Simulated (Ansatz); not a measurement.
## K2Te under a change: biaxial strain −2.50 %, plane normal [111], relaxed out of plane

Base system: K2Te in the anti-fluorite structure (space group Fm-3m, No. 225; a = 8.0909 Å). Axes: x, y, z lie along the cube axes.

It is then changed as follows: biaxial strain −2.50 %, plane normal [111], relaxed out of plane (Cartesian); in-plane vectors clamped, the third vector and the atoms free.

Method: PBEsol (Ansatz, a first-principles code), no spin-orbit coupling. k-mesh 7×7×7 (Γ-centred); smearing 0.05 eV (Fermi–Dirac).

| quantity | base | changed | shift |
|---|---|---|---|
| volume per atom | 44.14 Å³ | 42.86 Å³ | -1.28 Å³ |
| space group | Fm-3m (No. 225) | R-3m (No. 166) | – |
| energy relative to the base (free energy F) | 0 meV/atom | +4.5 meV/atom | +4.5 meV/atom |
| band gap | 2.16 eV | 2.18 eV | +0.013 eV |
| gap character | – | indirect, T → Γ | – |
| smallest direct gap | 2.23 eV | 2.26 eV | +0.03 eV |
| electron mass | 0.29 mₑ (at Γ) | 0.29 mₑ (at Γ) | – |
| out-of-plane strain | – | +2.15 % | – |
| ratio −ε⊥/ε∥ | – | 0.86 | – |
| mean in-plane stress (compression positive) | – | +0.7 GPa | – |

Cost of the whole job for the changed cell (relaxation, final SCF and bands): very roughly 30 core-seconds.

Spin-orbit coupling, missing from the scalar runs, can matter with Te. Effective masses come from finite differences of ±0.01 Å⁻¹. Whether these cells are dynamically stable was not tested. Labels are those of the standard path for the cell's own space group.
